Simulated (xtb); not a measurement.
xtb 6.7.1, GFN1-xTB: CSc1cc2cc3sc(-c4cc(F)c(-c5ccc([Si](C)(C)C)cc5)s4)cc3cc2s1, 51 atoms. The geometry is a generated start, not checked to be a minimum at this level.

```yaml
method: GFN1-xTB
"--acc": 1 (default)
"--etemp (K)": 300 (default)
detailed input (--input): "none: ANC optimiser, Lindh (1995) Hessian, microcycle=20, maxdispl=1.0, hlow=0.01 (default)"
basis_functions: 192
valence_electrons: 152
```

The structure is relaxed from this start with --opt LEVEL for the levels crude, sloppy, loose, lax, normal, tight, vtight, extreme, once each. Up to the end of the extreme run atoms move by at most 2.2 Å along an axis.

Q: Which level is enough to come within 20 meV of the tightest end point?

A: lax: 44 cycles against 122, ending 7.1 meV above.

```json
[
 {"level": "crude", "cycles": "9", "energy above the extreme run (meV)": "80", "gradient norm (eV/Å)": "0.37"},
 {"level": "sloppy", "cycles": "19", "energy above the extreme run (meV)": "34", "gradient norm (eV/Å)": "0.27"},
 {"level": "loose", "cycles": "22", "energy above the extreme run (meV)": "30", "gradient norm (eV/Å)": "0.066"},
 {"level": "lax", "cycles": "44", "energy above the extreme run (meV)": "7.1", "gradient norm (eV/Å)": "0.027"},
 {"level": "normal", "cycles": "57", "energy above the extreme run (meV)": "3.4", "gradient norm (eV/Å)": "0.013"},
 {"level": "tight", "cycles": "89", "energy above the extreme run (meV)": "0.46", "gradient norm (eV/Å)": "0.0035"},
 {"level": "vtight", "cycles": "94", "energy above the extreme run (meV)": "0.36", "gradient norm (eV/Å)": "0.0030"},
 {"level": "extreme", "cycles": "122", "energy above the extreme run (meV)": "—", "gradient norm (eV/Å)": "0.0022"}
]
```
